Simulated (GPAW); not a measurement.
GPAW run on K₂SbAuI₆ (Fm-3m, 10 atoms in the cell): self-consistent single point

Computed with PBEsol, GPAW PAW datasets PBEsol (made by gpaw-setup) (plane waves; GPAW).

The input file:

```python
from ase import Atoms
from ase.units import GPa
from gpaw import GPAW

atoms = Atoms(['K', 'K', 'Sb', 'Au', 'I', 'I', 'I', 'I', 'I', 'I'],
              cell=[[0.000000, 5.986240, 5.986240],
                    [5.986240, 0.000000, 5.986240],
                    [5.986240, 5.986240, 0.000000]],
              positions=[[8.979360, 8.979360, 8.979360],
                         [2.993120, 2.993120, 2.993120],
                         [0.000000, 0.000000, 0.000000],
                         [5.986240, 5.986240, 5.986240],
                         [3.031073, 5.986240, 5.986240],
                         [8.941407, 5.986240, 5.986240],
                         [5.986240, 3.031073, 5.986240],
                         [5.986240, 8.941407, 5.986240],
                         [5.986240, 5.986240, 3.031073],
                         [5.986240, 5.986240, 8.941407]],
              pbc=True)

calc = GPAW(mode={'name': 'pw', 'ecut': 600},
            xc='PBEsol',
            kpts=(4, 4, 4),
            occupations={'name': 'fermi-dirac', 'width': 0.1},
            nbands=-14,
            convergence={'density': 1e-05, 'energy': 1e-05},
            symmetry={'symmorphic': False, 'tolerance': 0.0005},
            maxiter=120)

atoms.calc = calc

energy = atoms.get_potential_energy()
print('Energy (eV):', round(energy, 6))
forces = atoms.get_forces()
print('Forces (eV/Ang):')
print(forces.round(5))
stress = atoms.get_stress()
print('Stress (GPa, Voigt):', (stress / GPa).round(4))
```

The program printed (abridged):

```
Input parameters:
  convergence: {density: 1e-05,
                energy: 1e-05}
  kpts: [4 4 4]
  maxiter: 120
  mode: {ecut: 600,
         name: pw}
  nbands: -14
  occupations: {name: fermi-dirac,
                width: 0.1}
  symmetry: {symmorphic: False,
             tolerance: 0.0005}
  xc: PBEsol

species:
  K:
    name: Potassium
    Z: 19.0
    valence: 9
    core: 10
    charge: 0.0
    file: K.PBEsol.gz

    # Using partial waves for K as LCAO basis

  Sb:
    name: Antimony
    Z: 51.0
    valence: 15
    core: 36
    charge: 0.0
    file: Sb.PBEsol.gz

    # Using partial waves for Sb as LCAO basis

  Au:
    name: Gold
    Z: 79.0
    valence: 11
    core: 68
    charge: 0.0
    file: Au.PBEsol.gz

    # Using partial waves for Au as LCAO basis

  I:
    name: Iodine
    Z: 53.0
    valence: 7
    core: 46
    charge: 0.0
    file: I.PBEsol.gz

    # Using partial waves for I as LCAO basis

Reference energy: -1886141.292002  # eV

Spin-paired calculation

Convergence criteria:
 Maximum [total energy] change in last 3 cyles: 1e-05 eV / valence electron
 Maximum integral of absolute [dens]ity change: 1e-05 electrons / valence electron
 Maximum integral of absolute [eigenst]ate change: 4e-08 eV^2 / valence electron
 Maximum number of scf [iter]ations: 120

Symmetries present (total): 48
Symmetries with fractional translations: 0

  ( 1  0  0) + (   0)  ( 1  0  0) + (   0)  ( 1  0  0) + (   0)
  ( 1  0 -1) + (   0)  ( 1 -1  0) + (   0)  ( 0  1  0) + (   0)
  ( 1 -1  0) + (   0)  ( 1  0 -1) + (   0)  ( 0  0  1) + (   0)

  ( 1  0  0) + (   0)  ( 1  0 -1) + (   0)  ( 1  0 -1) + (   0)
  ( 0  0  1) + (   0)  ( 1  0  0) + (   0)  ( 1 -1  0) + (   0)
  ( 0  1  0) + (   0)  ( 1 -1  0) + (   0)  ( 1  0  0) + (   0)

  ( 1  0 -1) + (   0)  ( 1  0 -1) + (   0)  ( 1 -1  0) + (   0)
  ( 0  1 -1) + (   0)  ( 0  0 -1) + (   0)  ( 1  0  0) + (   0)
  ( 0  0 -1) + (   0)  ( 0  1 -1) + (   0)  ( 1  0 -1) + (   0)

   [... lines left out ...]
  5 bands from random numbers

Atomic positions and initial magnetic moments

Positions:
   0 K      8.979360    8.979360    8.979360    ( 0.0000,  0.0000,  0.0000)
   1 K      2.993120    2.993120    2.993120    ( 0.0000,  0.0000,  0.0000)
   2 Sb     0.000000    0.000000    0.000000    ( 0.0000,  0.0000,  0.0000)
   3 Au     5.986240    5.986240    5.986240    ( 0.0000,  0.0000,  0.0000)
   4 I      3.031073    5.986240    5.986240    ( 0.0000,  0.0000,  0.0000)
   5 I      8.941407    5.986240    5.986240    ( 0.0000,  0.0000,  0.0000)
   6 I      5.986240    3.031073    5.986240    ( 0.0000,  0.0000,  0.0000)
   7 I      5.986240    8.941407    5.986240    ( 0.0000,  0.0000,  0.0000)
   8 I      5.986240    5.986240    3.031073    ( 0.0000,  0.0000,  0.0000)
   9 I      5.986240    5.986240    8.941407    ( 0.0000,  0.0000,  0.0000)

Unit cell:
           periodic     x           y           z      points  spacing
  1. axis:    yes    0.000000    5.986240    5.986240    48     0.1440
  2. axis:    yes    5.986240    0.000000    5.986240    48     0.1440
  3. axis:    yes    5.986240    5.986240    0.000000    48     0.1440

  Lengths:   8.465822   8.465822   8.465822
  Angles:   60.000000  60.000000  60.000000

Effective grid spacing dv^(1/3) = 0.1571
     iter     time        total  log10-change:
                         energy   eigst   dens
iter:   1 --:--:--   -28.895027
iter:   2 --:--:--   -28.797361   -0.95  -1.36
iter:   3 --:--:--   -28.218126   -1.56  -1.39
iter:   4 --:--:--   -28.285512   -1.71  -1.56
iter:   5 --:--:--   -28.145444   -2.65  -1.77
iter:   6 --:--:--   -28.154842   -2.43  -1.92
iter:   7 --:--:--   -28.124172   -3.30  -2.31
iter:   8 --:--:--   -28.122582   -4.58  -2.57
iter:   9 --:--:--   -28.122794   -4.18  -2.61
iter:  10 --:--:--   -28.121171   -4.52  -2.84
iter:  11 --:--:--   -28.121127   -5.80  -3.23
iter:  12 --:--:--   -28.121119c  -5.84  -3.27
iter:  13 --:--:--   -28.121040c  -6.02  -3.53
iter:  14 --:--:--   -28.121000c  -5.72  -3.59
iter:  15 --:--:--   -28.120992c  -6.85  -3.75
iter:  16 --:--:--   -28.120993c  -7.27  -4.10
iter:  17 --:--:--   -28.120993c  -8.06c -4.50
iter:  18 --:--:--   -28.120993c  -7.67c -4.56
iter:  19 --:--:--   -28.120994c  -8.37c -4.76
iter:  20 --:--:--   -28.120994c  -9.36c -4.91
iter:  21 --:--:--   -28.120994c  -9.53c -5.01c
Converged after 21 iterations.

Dipole moment: (-0.000000, 0.000000, 0.000000) |e|*Ang

Energy contributions relative to reference atoms: (reference = -1886141.292002)

Kinetic:         +0.109293
Potential:       -2.765472
External:        +0.000000
XC:             -24.252104
Entropy (-ST):   -0.052177
Local:           -1.186622
SIC:             +0.000000
--------------------------
Free energy:    -28.147082
Extrapolated:   -28.120994

Showing only first 2 kpts
 Kpt  Band  Eigenvalues  Occupancy
  0    41      1.49662    1.99990
  0    42      1.82391    1.99726
  0    43      3.38368    0.00025
  0    44      4.15168    0.00000

  1    41      1.79348    1.99798
  1    42      1.79348    1.99798
  1    43      3.48419    0.00009
  1    44      4.04769    0.00000

Fermi level: 2.48316

No gap
No difference between direct/indirect transitions
Energy (eV): -28.120994

Forces in eV/Ang:
  0 K    -0.00000   -0.00000    0.00000
  1 K     0.00000   -0.00000   -0.00000
  2 Sb   -0.00000    0.00000    0.00000
  3 Au    0.00000   -0.00000   -0.00000
  4 I     0.04778    0.00000    0.00000
  5 I    -0.04778    0.00000   -0.00000
  6 I    -0.00000    0.04778   -0.00000
  7 I    -0.00000   -0.04778    0.00000
  8 I    -0.00000   -0.00000    0.04778
  9 I     0.00000   -0.00000   -0.04778

Stress tensor:
     0.008290     0.000000    -0.000000
     0.000000     0.008290    -0.000000
    -0.000000    -0.000000     0.008290
Stress (GPa, Voigt): [ 1.3282  1.3282  1.3282 -0.     -0.      0.    ]
```

The run converged in 21 iterations. GPAW prints stress with tension positive.

The starting cell comes from a database of computed structures (which also holds hypothetical and non-ambient phases and stackings), without a prior relaxation at this level. Spin-orbit coupling is off. The run gives no clean gap (levels at the Fermi energy touch, overlap or are partly filled at this smearing), which alone does not show that the compound is a metal.

Cost on one core of a shared machine: roughly 4 min.
